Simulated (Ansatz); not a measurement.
**Cl on the O site (metastable alpha Ga2O3 host)**

Calculation: PBE, PAW (plane waves to 420 eV; Ansatz, a first-principles code). A 2×2×1 supercell of 120 sites was used; the energies come from a 2×2×2 Γ-centred sampling of its zone. Site at the start: the O site. Energies of charged states are corrected for periodic images (point charge plus alignment at distant sites). Dielectric constants: PBE linear response of the host. Host gap at this level: 2.40 eV. Finite-size and sampling errors can reach tenths of an eV here. Levels are measured in PBE's own, too narrow, gap. Spin–orbit coupling is left out. Each state is the lowest found from its start.

Formation energies E_f are given with the Fermi level at the valence-band maximum. Chemical conditions: Ga-rich (Δμ(O) = -2.99 eV, Δμ(Cl) = -1.60 eV, bounded by GaCl2 (Pnna); only phases computed here count, gases as isolated molecules at 0 K); O-rich (Δμ(O) = 0.00 eV, Δμ(Cl) = -0.047 eV, bounded by GaCl3 (P-1); only phases computed here count, gases as isolated molecules at 0 K). Reference phases: Cl: Cl2 molecule in a box, O: O2 molecule in a box.

| charge | moment (μB) | point group | largest move off a lattice site (Å) | image correction with alignment (eV) | E_f, Ga-rich (eV) | E_f, O-rich (eV) |
|---|---|---|---|---|---|---|
| +1 | not spin-polarised | C2 | 0.39 | 0.22 | 0.13 | 1.56 |
| 0* | quenched | C2 | 0.39 | – | – | – |
| −1* | not spin-polarised | C2 | 0.40 | – | – | – |

* At this level the carrier isn't localised at the defect: at charge 0 electrons occupy the conduction band; at charge −1 electrons occupy the conduction band. Such a state is shallow or no state of the defect, and this cell gives it no level.

Point groups are those of the whole cell at tolerances of 0.03 and 0.1 Å ("near" where only the looser one holds); none is given for unsettled states.

Starting moments that weren't kept: charge 0 began with 1 μB and ended with 0.0.

Flagged in the runs: a host whose relaxation on this sampling wasn't shown to rest.
